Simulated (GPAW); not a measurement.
**Worked example: self-consistent single point of Cr (Im-3m, 1 atom in the cell) in GPAW**

Method of the run: PBE, GPAW PAW datasets PBE (gpaw-data 1.0.1) (plane waves; GPAW 25.7.0).

This input was run:

```python
from ase import Atoms
from ase.units import GPa
from gpaw import GPAW, PW, FermiDirac

atoms = Atoms(['Cr'],
              cell=[[-1.418400, 1.418400, 1.418400],
                    [1.418400, -1.418400, 1.418400],
                    [1.418400, 1.418400, -1.418400]],
              positions=[[0.000000, 0.000000, 0.000000]],
              pbc=True)

atoms.set_initial_magnetic_moments([3.0])

calc = GPAW(spinpol=True,
            mode=PW(800),
            xc='PBE',
            kpts=(13, 13, 13),
            occupations=FermiDirac(0.1),
            nbands=-7,
            convergence={'forces': 0.001},
            symmetry={'symmorphic': False, 'tolerance': 0.0005},
            maxiter=120,
            txt='-')

atoms.calc = calc

energy = atoms.get_potential_energy()
print('Energy (eV):', round(energy, 6))
forces = atoms.get_forces()
print('Forces (eV/Ang):')
print(forces.round(5))
stress = atoms.get_stress()
print('Stress (GPa, Voigt):', (stress / GPa).round(4))
```

The program printed (abridged):

```
Input parameters:
  convergence: {forces: 0.001}
  kpts: [13 13 13]
  maxiter: 120
  mode: {ecut: 800.0,
         name: pw}
  nbands: -7
  occupations: {fixmagmom: False,
                name: fermi-dirac,
                width: 0.1}
  spinpol: True
  symmetry: {symmorphic: False,
             tolerance: 0.0005}
  xc: PBE

species:
  Cr:
    name: Chromium
    Z: 24.0
    valence: 6
    core: 18
    charge: 0.0
    file: Cr.PBE.gz

    # Using partial waves for Cr as LCAO basis

Reference energy: -28582.377450  # eV

Spin-polarized calculation.
Initial magnetic moment: 3.000000

Convergence criteria:
 Maximum [total energy] change in last 3 cyles: 0.0005 eV / valence electron
 Maximum integral of absolute [dens]ity change: 0.0001 electrons / valence electron
 Maximum integral of absolute [eigenst]ate change: 4e-08 eV^2 / valence electron
 Maximum change in the atomic [forces] across last 2 cycles: 0.001 eV/Ang OR
Maximum error relative to the maximum force is below inf
 Maximum number of scf [iter]ations: 120

Symmetries present (total): 48
Symmetries with fractional translations: 0
2197 k-points: 13 x 13 x 13 Monkhorst-Pack grid
84 k-points in the irreducible part of the Brillouin zone
       k-points in crystal coordinates                weights
   0:     0.00000000    0.00000000    0.00000000          1/2197
   1:     0.07692308    0.00000000    0.00000000         12/2197
   2:     0.07692308    0.07692308   -0.07692308          6/2197
   [... 7 lines left out ...]
          ...
  83:     0.46153846    0.46153846    0.46153846          8/2197

Wave functions: Plane wave expansion
  Cutoff energy: 800.000 eV
  Number of coefficients (min, max): 571, 603
  Pulay-stress correction: 0.000000 eV/Ang^3 (de/decut=0.000000)

Occupation numbers: Fermi-Dirac:
  width: 0.1000  # eV

Eigensolver

Densities:
  Coarse grid: 18*18*18 grid
  Fine grid: 36*36*36 grid
  Total Charge: 0.000000

Density mixing:
  Method: difference
  Backend: pulay
  Linear mixing parameter: 0.05
  old densities: 5
  Damping of long wavelength oscillations: 50

Hamiltonian:
  XC and Coulomb potentials evaluated on a 36*36*36 grid
  External potential:
    NoExternalPotential

XC parameters: PBE with 2 nearest neighbor stencil

Number of atoms: 1
Number of atomic orbitals: 9
Number of bands in calculation: 11
Number of valence electrons: 6
Bands to converge: occupied

Density initialized from atomic densities
  9 bands from LCAO basis set
  2 bands from random numbers

Atomic positions and initial magnetic moments

Positions:
   0 Cr     0.000000    0.000000    0.000000    ( 0.0000,  0.0000,  3.0000)

Unit cell:
           periodic     x           y           z      points  spacing
  1. axis:    yes   -1.418400    1.418400    1.418400    18     0.1114
  2. axis:    yes    1.418400   -1.418400    1.418400    18     0.1114
  3. axis:    yes    1.418400    1.418400   -1.418400    18     0.1114

  Lengths:   2.456741   2.456741   2.456741
  Angles:  109.471221 109.471221 109.471221

Effective grid spacing dv^(1/3) = 0.1251

     iter     time        total  log10-change:         magmom
                         energy   eigst   dens  force
iter:   1 --:--:--    -8.415976                          +2.9978
iter:   2 --:--:--    -9.197233   -1.71  -1.20           +1.6166
iter:   3 --:--:--    -9.913483   -1.73  -1.16           -0.2277
iter:   4 --:--:--    -9.431304   -0.87  -0.94           +0.0808
iter:   5 --:--:--    -9.434177   -2.10  -1.61           +0.0363
iter:   6 --:--:--    -9.412553   -1.84  -1.58           +0.0011
iter:   7 --:--:--    -9.411176   -2.64  -1.90           -0.0016
iter:   8 --:--:--    -9.411499c  -3.61  -2.47           -0.0014
iter:   9 --:--:--    -9.411126c  -4.21  -2.39           -0.0007
iter:  10 --:--:--    -9.411087c  -4.68  -2.62           -0.0002
iter:  11 --:--:--    -9.411088c  -5.50  -3.04           -0.0000
iter:  12 --:--:--    -9.411187c  -5.35  -3.04           +0.0000
iter:  13 --:--:--    -9.411171c  -5.13  -3.41           +0.0000
iter:  14 --:--:--    -9.411162c  -6.46  -3.72           +0.0000
iter:  15 --:--:--    -9.411149c  -6.50  -3.83           +0.0000
iter:  16 --:--:--    -9.411159c  -6.75  -4.57c          +0.0000
iter:  17 --:--:--    -9.411150c  -7.06  -4.17c          +0.0000
iter:  18 --:--:--    -9.411150c  -8.72c -5.22c          +0.0000
iter:  19 --:--:--    -9.411151c  -8.17c -5.24c -22.10c   +0.0000

Converged after 19 iterations.

Dipole moment: (-0.000000, -0.000000, 0.000000) |e|*Ang

Total magnetic moment: (0.000000, 0.000000, 0.000000)
Local magnetic moments:
   0 Cr ( 0.000000,  0.000000, -0.000000)

Energy contributions relative to reference atoms: (reference = -28582.377450)

Kinetic:        -15.177704
Potential:       +9.187260
External:        +0.000000
XC:              -3.634193
Entropy (-ST):   -0.022199
Local:           +0.224585
SIC:             +0.000000
--------------------------
Free energy:     -9.422251
Extrapolated:    -9.411151

Spin contamination: 0.000000 electrons
Showing only first 2 kpts
                      Up                     Down
 Kpt  Band  Eigenvalues  Occupancy  Eigenvalues  Occupancy
  0     1     10.52130    0.99991     10.52130    0.99991
  0     2     10.52130    0.99991     10.52130    0.99991
  0     3     10.52130    0.99991     10.52130    0.99991
  0     4     12.55782    0.00002     12.55782    0.00002

  1     1     10.42245    0.99997     10.42245    0.99997
  1     2     10.50423    0.99993     10.50423    0.99993
  1     3     10.69790    0.99950     10.69790    0.99950
  1     4     12.45030    0.00005     12.45030    0.00005

Fermi level: 11.45780

No gap
No difference between direct/indirect transitions
Energy (eV): -9.411151

Forces in eV/Ang:
  0 Cr   -0.00000   -0.00000   -0.00000

Stress tensor:
    -0.012325    -0.000000    -0.000000
    -0.000000    -0.012325     0.000000
    -0.000000     0.000000    -0.012325
Stress (GPa, Voigt): [-1.9747 -1.9747 -1.9747  0.     -0.     -0.    ]
```

The run converged in 19 iterations. GPAW prints stress with tension positive.

The starting cell was generated: these elements placed on a structure prototype, without a prior relaxation; it need not be a known phase or ordering of this composition. Its lattice was rescaled by a random factor within 2.5 % of one. The starting moments vanished: the run ended non-magnetic, which need not be the lowest state.

Cost on one core of a shared machine: roughly 50 s.
